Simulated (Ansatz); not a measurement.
## Effect of biaxial strain −2.08 %, plane normal [111], relaxed out of plane on BeS

The reference is BeS in the zinc blende structure (space group F-43m, No. 216; a = 4.838 Å). Axes: x, y, z lie along the cube axes.

The change: biaxial strain −2.08 %, plane normal [111], relaxed out of plane (Cartesian); in-plane vectors clamped, the third vector and the atoms free.

All numbers come from PBEsol (Ansatz, a program for electronic structure), without spin-orbit coupling. Γ-centred 12×12×12 mesh, Fermi–Dirac width 0.05 eV.

| quantity | base | changed | shift |
|---|---|---|---|
| volume per atom | 14.16 Å³ | 13.69 Å³ | -0.47 Å³ |
| space group | F-43m (No. 216) | R3m (No. 160) | – |
| energy relative to the base (free energy F) | 0 meV/atom | +9.3 meV/atom | +9.3 meV/atom |
| pressure (mean of the normal stresses, compression positive) | -0.01 GPa | 3.49 GPa | +3.493 GPa |
| band gap | 2.91 eV | 2.72 eV | -0.183 eV |
| gap character | – | indirect, Γ → F | – |
| smallest direct gap | 5.54 eV | 5.09 eV | -0.45 eV |
| valence-band top at Γ (three highest levels, from the VBM) | 0.00, 0.00, 0.00 eV | 0.00, 0.00, -0.27 eV | – |
| out-of-plane strain | – | +0.86 % | – |
| ratio −ε⊥/ε∥ | – | 0.41 | – |
| mean in-plane stress (compression positive) | – | +5.2 GPa | – |

Whether these cells are dynamically stable was not tested. Labels are those of the standard path for the cell's own space group.
